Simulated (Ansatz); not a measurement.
Results of LDA (plane waves, PAW; Ansatz, a quantum-chemistry and plane-wave program) for LiNbO3 (P2₁/c, No. 14, 40 atoms in the cell; start mp-1196213; a measured phase of this formula has another space group).

Run with plane-wave cutoff 520 eV, 6×4×4 k mesh (along the axes of the cell as run), Fermi–Dirac smearing 0.01 eV, no spin polarisation, scalar-relativistic PAW data made under PBE.

Cell (relaxed at this level):

```cif
data_Li8Nb8O24
_chemical_formula_sum 'Li8 Nb8 O24'
_space_group_name_H-M_alt 'P 1'
_space_group_IT_number 1
_cell_length_a 6.05520
_cell_length_b 8.12008
_cell_length_c 9.34048
_cell_angle_alpha 90.000
_cell_angle_beta 89.971
_cell_angle_gamma 90.000
loop_
_space_group_symop_operation_xyz
  'x, y, z'
loop_
_atom_site_label
_atom_site_type_symbol
_atom_site_fract_x
_atom_site_fract_y
_atom_site_fract_z
_atom_site_occupancy
Li1 Li 0.48060 0.81937 0.51943 1
Li2 Li 0.51940 0.18063 0.48057 1
Li3 Li 0.51940 0.31937 0.98057 1
Li4 Li 0.48060 0.68063 0.01943 1
Li5 Li 0.22247 0.61806 0.77048 1
Li6 Li 0.77753 0.38194 0.22952 1
Li7 Li 0.77753 0.11806 0.72952 1
Li8 Li 0.22247 0.88194 0.27048 1
Nb1 Nb 0.00072 0.30271 0.50127 1
Nb2 Nb 0.99928 0.69729 0.49873 1
Nb3 Nb 0.99928 0.80271 0.99873 1
Nb4 Nb 0.00072 0.19729 0.00127 1
Nb5 Nb 0.26660 0.49931 0.25846 1
Nb6 Nb 0.73340 0.50069 0.74154 1
Nb7 Nb 0.73340 0.99931 0.24154 1
Nb8 Nb 0.26660 0.00069 0.75846 1
O1 O 0.07122 0.36773 0.12620 1
O2 O 0.92878 0.63227 0.87380 1
O3 O 0.92878 0.86773 0.37380 1
O4 O 0.07122 0.13227 0.62620 1
O5 O 0.17934 0.69166 0.13600 1
O6 O 0.82066 0.30834 0.86400 1
O7 O 0.82066 0.19166 0.36400 1
O8 O 0.17934 0.80834 0.63600 1
O9 O 0.30288 0.66244 0.40293 1
O10 O 0.69712 0.33756 0.59707 1
O11 O 0.69712 0.16244 0.09707 1
O12 O 0.30288 0.83756 0.90293 1
O13 O 0.27728 0.31457 0.39683 1
O14 O 0.72272 0.68543 0.60317 1
O15 O 0.72272 0.81457 0.10317 1
O16 O 0.27728 0.18543 0.89683 1
O17 O 0.93800 0.51118 0.36914 1
O18 O 0.06200 0.48882 0.63086 1
O19 O 0.06200 0.01118 0.13086 1
O20 O 0.93800 0.98882 0.86914 1
O21 O 0.51722 0.47172 0.15698 1
O22 O 0.48278 0.52828 0.84302 1
O23 O 0.48278 0.97172 0.34302 1
O24 O 0.51722 0.02828 0.65698 1
```

### Question
Predict the band gap.

### Answer

- band gap: 3.41 eV (on the SCF k mesh)

Note: the relaxation could not lower the start's symmetry, so the cell can be a saddle point above a distorted one.

Spin–orbit coupling is not included.

The computed numbers hold no vibrational or temperature effects.

A start named mp-… is a Materials Project structure, which need not be a measured phase.
